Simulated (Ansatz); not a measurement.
Hypothetical CdI2 type HfO2 under a change: electrons 2.0×10^21 cm⁻³

The reference is HfO2 in the CdI2 type structure (space group P-3m1, No. 164; a = 3.2266 Å, c = 4.5562 Å; a hypothetical phase, not in the database extracts checked; layered, stacked along the Cartesian z axis).

Modification: 0.0822 electrons added to each cell, a density of 2.0×10^21 cm⁻³, with a uniform compensating background at fixed cell and a 300 K Fermi–Dirac width.

Computed with plane-wave PAW DFT at the r2SCAN+rVV10 level (Ansatz, a first-principles code, 500 eV), no spin-orbit coupling. Γ-centred 21×21×13 mesh, Fermi–Dirac width 0.0259 eV.

```json
[
 {"quantity": "gap between the host's bands", "base": "4.92 eV", "changed": "4.95 eV", "shift": "+0.03 eV"},
 {"quantity": "gap character", "base": "indirect, K–Γ (71 % along) → K", "changed": "indirect, K–Γ (71 % along) → K", "shift": "–"},
 {"quantity": "Fermi level relative to the doped band's edge (positive inside the band; to 0.05 eV)", "base": "–", "changed": "+0.10 eV", "shift": "–"}
]
```

Carriers are added with a uniform compensating background; total energy and stress of such cells depend on the potential's zero and are not compared; many-body gap narrowing is missing at this level. Spin-orbit coupling, missing from the scalar runs, can matter with Hf. Whether these cells are dynamically stable was not tested.
